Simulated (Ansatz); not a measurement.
Consider TiB2 (space group P6/mmm, No. 191; a = 3.017 Å, c = 3.185 Å). Axes: x lies along a and z along c of the hexagonal cell.

The values are results of Ansatz (a program for electronic structure), PBEsol, PAW, cutoff 420 eV, no SOC, earlier PAW set, not measurements.

Strains are applied to the cell and any free atomic positions relax.

One change was made to it. Results:

The energy grows by 7.0 meV/atom; the pressure (mean of the normal stresses, compression positive) goes from zero to 8.9 GPa; the band gap stays zero.

Problem. Which change produced these results?
A) isotropic strain −1.04 %
B) tensor shear ε_xz = +2.61 %
C) uniaxial strain ε_zz = −3.48 %

Solution. A, isotropic strain −1.04 %. For comparison, the energy relative to the base in the other runs: tensor shear ε_xz = +2.61 % gives +20 meV/atom; uniaxial strain ε_zz = −3.48 % gives +16 meV/atom.

A case with no gap was solved on a k-mesh chosen for an insulator, which is coarse for it. Without a gap, meshes like the base's 13×13×10 leave anisotropic stresses uncertain by several tenths of a GPa, and small strain energies with them. Whether these cells are dynamically stable was not tested. The final runs are not spin-polarised.
